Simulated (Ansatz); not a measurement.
Cost and result by functional for the surface energy of the (110) surface of diamond in its 1x1 cell, relaxed from an ideal cut (the real face may reconstruct), outermost plane spacing 1.26 Å in the ideal cut, in Ansatz (plane waves, PAW). Single points on the PBE structure, on one kind of machine; costs are rough ratios of the slab run's core time (references not counted) to the cheapest single point. r2SCAN's cost holds its higher cutoff (500 against 420 eV). Differences are taken against r2SCAN for comparison alone: no measured value is at hand, so the table doesn't rank accuracy.

Model: 20-atom slab, 11.4 Å thick at the start, 10x7x1 mesh, Fermi-Dirac 0.025 eV, dipole correction, all atoms relaxed; held to the start's symmetry, so lower structures may exist; no spin (no spin-polarised run to compare, though such a face may carry moments), no spin-orbit, no U. The slab shows no gap on its mesh. These notes are the PBE run's.

| functional | relative cost | surface energy (J/m²) | less r2SCAN (J/m²) |
|---|---|---|---|
| PBEsol | 1 | 5.48 | -0.08 |
| RPBE | 1 | 4.94 | -0.61 |
| LDA | 1 | 5.64 | 0.08 |
| r2SCAN | 2 | 5.56 | 0.00 |
| PBE (the relaxed run's value) | – | 5.16 | -0.40 |

The values span 0.69 J/m², while the single points' costs differ by a factor of roughly 2. Differences are of unrounded values.

Ansatz is an electronic-structure program.
